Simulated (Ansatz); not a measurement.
Phonon-limited resistivity of RhZn (Pm-3m) against temperature in μΩ·cm, PBEsol, DFPT electron-phonon coupling, linearised Boltzmann equation in Ansatz (a first-principles code), harmonic crystal at a fixed cell.

```json
[
 {"T": "50 K", "ρ": "0.34"},
 {"T": "77 K", "ρ": "[?]"},
 {"T": "100 K", "ρ": "[?]"},
 {"T": "150 K", "ρ": "2.3"},
 {"T": "200 K", "ρ": "3.3"},
 {"T": "250 K", "ρ": "4.3"},
 {"T": "273 K", "ρ": "[?]"},
 {"T": "300 K", "ρ": "5.2"},
 {"T": "350 K", "ρ": "6.1"},
 {"T": "400 K", "ρ": "7.1"},
 {"T": "500 K", "ρ": "8.9"}
]
```

Question: Some entries are withheld; supply them.

Answer: 
- 77 K, ρ: 0.86
- 100 K, ρ: 1.33
- 273 K, ρ: 4.7

A metal at this level (no band gap). Only scattering by harmonic phonons is included (no impurities, grain boundaries, electron-electron scattering or thermal expansion). Spin-orbit coupling is left out. The run warned that the eigensolver left some states short of its tolerance. Halving the electron mesh (28x28x28) moves the resistivity by up to 5 %. Smearing 0.20 eV; phonons on a 5x5x5 q mesh, which this run doesn't test and which matters most at low temperature.

Computed structure, not matched to a measured one here, so possibly hypothetical: RhZn (Pm-3m).
